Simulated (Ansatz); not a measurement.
Relaxation of the outer planes of the (11-22) surface of hcp Co, ferromagnetic in its 1x1 cell, outermost plane spacing 1.06 Å in the ideal cut.

Computed with PBE (plane waves to 420 eV, PAW; Ansatz, a quantum-chemistry and plane-wave program).

Model: 20-atom slab, 9.5 Å thick at the start (thin: gaps and levels are the slab's own), 9x8x1 mesh, Fermi-Dirac 0.1 eV, dipole correction, all atoms relaxed; held to the start's symmetry, so lower structures may exist; spin-polarised, no spin-orbit, no U.

```json
[
 {"plane": "1", "atoms": "2 Co", "bulk spacing to the next (Å)": "1.060", "relaxed spacing (Å)": "(withheld)", "change (%)": "(withheld)", "rumpling (Å)": "0.00"},
 {"plane": "2", "atoms": "2 Co", "bulk spacing to the next (Å)": "1.060", "relaxed spacing (Å)": "1.118", "change (%)": "5.4", "rumpling (Å)": "0.00"}
]
```

Q: Complete the blanks.

A: 
- 1, relaxed spacing (Å): 0.904
- 1, change (%): -14.7
